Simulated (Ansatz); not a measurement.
WSe2: carrier doping

The parent structure is WSe₂ (space group P6_3/mmc, No. 194; layered, stacked along the Cartesian z axis).

```xyz
6
Lattice="3.2999 0.0000 0.0000 -1.6499 2.8578 0.0000 0.0000 0.0000 13.1513" Properties=species:S:1:pos:R:3 pbc="T T T"
W      0.0000     1.9052     3.2878
W      1.6499     0.9526     9.8635
Se     0.0000     1.9052     8.1980
Se     1.6499     0.9526     1.6224
Se     1.6499     0.9526     4.9533
Se     0.0000     1.9052    11.5289
```

Carriers are added at fixed cell with a uniform background; the Fermi–Dirac width is that of 300 K.

Computed with plane-wave PAW DFT at the r2SCAN+rVV10 level (Ansatz, a first-principles code, 500 eV), without spin-orbit coupling.

Notes on the quantities. Fermi level from band edge: Fermi level relative to the doped band's edge (positive inside the band; to 0.05 eV).

```tsv
case	Fermi level from band edge	gap between the host's bands
undoped	–	1.12 eV
electrons 2.0×10^21 cm⁻³	+0.30 eV	1.11 eV
electrons 3.0×10^21 cm⁻³	?	1.10 eV
electrons 1.0×10^22 cm⁻³	+0.75 eV	1.04 eV
holes 2.0×10^21 cm⁻³	+0.45 eV	?
holes 3.0×10^21 cm⁻³	+0.55 eV	?
holes 1.0×10^22 cm⁻³	?	1.16 eV
```

Task: What belongs in the blanks?

Result: 
- electrons 3.0×10^21 cm⁻³, Fermi level from band edge: +0.40 eV
- holes 2.0×10^21 cm⁻³, gap between the host's bands: 1.14 eV
- holes 3.0×10^21 cm⁻³, gap between the host's bands: 1.15 eV
- holes 1.0×10^22 cm⁻³, Fermi level from band edge: +0.90 eV

Carriers are added with a uniform compensating background; total energy and stress of such cells depend on the potential's zero and are not compared; many-body gap narrowing is missing at this level. With W present, leaving out spin-orbit coupling can change the band edges. No phonon test of stability was made.
